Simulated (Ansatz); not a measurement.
Ansatz (a quantum-chemistry and plane-wave program) run on CdAu (P4mm, 2 atoms in the cell): self-consistent single point.

Level of theory: LDA (PW92), default PAW files made with PBE (plane waves; Ansatz).

The change in words: lattice scaled by 0.98; basis.ecutwfc: 420 eV → 295 eV. Reference geometry:
```
CELL_PARAMETERS angstrom
      3.35088     0.00000     0.00000
      0.00000     3.35088     0.00000
      0.00000     0.00000     3.35088
ATOMIC_POSITIONS crystal
  Cd 0.00000 0.00000 0.01492
  Au 0.50000 0.50000 0.50000
```

Reference input (self-consistent single point, DFT, LDA (PW92), plane waves, default PAW files made with PBE): basis.ecutwfc = 420 eV; kpoints.mp_grid.grid = 10 10 10; hamiltonian.xc = lda; hamiltonian.pseudopotentials = {kind: paw} (the program's default PAW files); scf.occupations.method = fermi_dirac; scf.occupations.width = 0.1 eV. This run's input differs from it in these lines:

Ansatz 0.2 input:
```diff
@@ -3,5 +3,5 @@
   lattice:
-    - [3.350877, 0.000000, 0.000000]
-    - [0.000000, 3.350877, 0.000000]
-    - [0.000000, 0.000000, 3.350877]
+    - [3.283859, 0.000000, 0.000000]
+    - [0.000000, 3.283859, 0.000000]
+    - [0.000000, 0.000000, 3.283859]
   atoms:
@@ -10,3 +10,3 @@
 basis:
-  ecutwfc: 420.0 eV
+  ecutwfc: 295.0 eV
 kpoints:
```

Output, abridged:

```
SCF iter   1: F=—  HF=-20982.905084 eV  |F-HF|=—  |Δ(HF+E_count)|=         —  Δρ=1.41e-2  dr2=3.68e-2  ethr=1.77e-3  ⟨swp⟩=4.5  Hψ=11084  notcnv=0
all-band conjugate gradients solve this SCF's bands
preconditioner: auto → Kerker (q_TF=auto, 2.773 Å⁻¹)
SCF iter   2: F=—  HF=-20982.889308 eV  |F-HF|=—  |Δ(HF+E_count)|=   1.58e-2  Δρ=4.14e-3  dr2=2.39e-3  ethr=9.44e-5  ⟨swp⟩=2.4  Hψ=6160  notcnv=0  defer=6
SCF iter   3: F=—  HF=-20982.888504 eV  |F-HF|=—  |Δ(HF+E_count)|=   8.04e-4  Δρ=1.07e-3  dr2=2.24e-4  ethr=6.13e-6  ⟨swp⟩=2.0  Hψ=5264  notcnv=0  defer=6
SCF iter   4: F=—  HF=-20982.888495 eV  |F-HF|=—  |Δ(HF+E_count)|=   9.86e-6  Δρ=2.23e-4  dr2=2.24e-5  ethr=5.74e-7  ⟨swp⟩=1.1  Hψ=3038  notcnv=0  defer=6
SCF iter   5: F=—  HF=-20982.888487 eV  |F-HF|=—  |Δ(HF+E_count)|=   7.11e-6  Δρ=8.98e-5  dr2=1.77e-6  ethr=5.74e-8  ⟨swp⟩=2.0  Hψ=4086  notcnv=0  defer=6
SCF iter   6: F=-20982.888487 eV  HF=-20982.888487 eV  |F-HF|=8.00e-9  |Δ(HF+E_count)|=   7.38e-8  Δρ=9.92e-6  dr2=2.92e-8  ethr=2.56e-10  ⟨swp⟩=3.3  Hψ=13618  notcnv=0
SCF 1 converged in 6 iterations: F = -20982.888487 eV  dr2 = 2.92e-8
Free energy (F): -20982.888487 eV
Internal energy: -20982.872868 eV  (E = F + TS)
E sigma→0 (E₀):  -20982.880677 eV
Entropy (-TS):   -0.015620 eV (-7.810 meV/atom)
Fermi energy:    18.875043 eV
--- Forces (eV/Å), atoms counted from 1 ---
  atom   1  Cd    -0.00000000     0.00000000    -0.21879110
  atom   2  Au     0.00000000     0.00000000     0.21878755
--- Stress (GPa, compression-positive) ---
       -0.396260       0.000000       0.000000
        0.000000      -0.396260       0.000000
        0.000000       0.000000      -0.519038
  P = ⅓ Tr σ = -0.4372 GPa (-4.372 kbar)
  The stress holds the Pulay correction. Without it, at fixed plane waves, as pw.x and ABINIT print it: P = -16.0225 GPa
```

The run converged in 6 iterations. Against the reference run the free energy rises by 137 meV/atom, the pressure goes from -7.04 to -0.44 GPa and the largest force goes from 0.142 to 0.219 eV/Å.

The starting cell comes from a database of computed structures (which also holds hypothetical and non-ambient phases and stackings), without a prior relaxation at this level. Its lattice was rescaled by up to half a per cent. One atom was moved a little off its site on purpose. For this run, on top of that: lattice scaled by 0.98. Ansatz's pressure includes its estimate of the finite-basis (Pulay) stress. Without the estimate this run gives -16.02 GPa. The cutoff lies below the one recommended for these files.
